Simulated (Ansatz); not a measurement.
Results of r²SCAN (PAW; Ansatz, a program for electronic structure) for CsCl-type TiOs.

Run with plane-wave cutoff 500 eV, 18×18×18 k mesh, Fermi–Dirac smearing 0.1 eV, no spin polarisation, scalar-relativistic PAW data made under PBE.

Computed at the level's own relaxed cell.

Task: Estimate the equilibrium volume per atom and lattice parameter a that the calculation returns.

Result: 
equilibrium volume per atom: 14.62 Å³/atom
lattice parameter a: 3.081 Å

The run finds no gap.

Spin–orbit coupling is not included.

Static lattice: no zero-point or thermal effects.
